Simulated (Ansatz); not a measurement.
# A constructed model of the (0001) surface of hcp Zr, a layer of Cu in place of the second plane (bottom of the slab: a bare face, its two planes held)

All values below come from PBE (plane waves to 420 eV, PAW; Ansatz, a program for electronic structure).

Set-up: 6 atoms, 12.4 Å thick at the start; mesh 13x13x1; 0.1 eV smearing; dipole correction on; 2 atoms held, the rest relaxed; held to the start's symmetry, so lower structures may exist; no spin, no spin-orbit, no U. It is one candidate, not shown to be the stable structure of the face.

```
Quantity                                         Value
-----------------------------  -----------------------
work function of the top face                  4.08 eV
energy released by relaxation                  0.17 eV
cost                           roughly 90 core-seconds
```
